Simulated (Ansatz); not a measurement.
What tensor shear ε_xy = +0.86 % does to HfN

The reference is HfN in the rock salt structure (space group Fm-3m, No. 225; a = 4.502 Å; relaxed with 0.1 eV smearing). Axes: x, y, z lie along the cube axes.

Perturbation: a pure shear with ε_xy = ε_yx = 0.0086, atoms relaxed at fixed cell.

Calculations: DFT with PBEsol, PAW potentials and a 420 eV plane-wave cutoff in Ansatz (an electronic-structure program), no SOC. Γ-centred 22×22×22 mesh, Fermi–Dirac width 0.1 eV.

- Space group = Immm (No. 71) (base Fm-3m (No. 225))
- Shortest interatomic distance = 2.251 Å (base 2.251 Å)
- Energy relative to the base (free energy F) = +1.3 meV/atom
- Pressure (mean of the normal stresses, compression positive) = 0.0 GPa (base 0.0 GPa)
- Band gap = zero (base zero)
- Stress (xx, yy, zz, yz, xz, xy; compression positive) = (0.0, 0.0, 0.0, 0.0, 0.0, -2.2) GPa

Cost of the whole job for the changed cell (relaxation, final SCF and bands): around 70 core-seconds (rough).

The cells carry an imposed strain or load. No phonon test of stability was made. All final runs are without spin polarisation. An odd electron count without spin: HfN.
